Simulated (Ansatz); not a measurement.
Hf: element substitutions

Consider Hf in the hcp (Mg type) structure (space group P6_3/mmc, No. 194; a = 3.159 Å, c = 5.000 Å).

Each row replaces one element on all its sites; cell and atoms are relaxed.

Computed with PBEsol in Ansatz (plane waves to 420 eV, PAW, no spin-orbit coupling), earlier PAW set.

```tsv
change	volume per atom	c/a ratio
base	21.60 Å³	1.583
Hf → Lu	27.49 Å³	1.553
Hf → Sc	23.65 Å³	1.552
Hf → Zr	22.47 Å³	1.607
```

No phonon test of stability was made. All final runs are without spin polarisation.

Ansatz is a quantum-chemistry and plane-wave program.
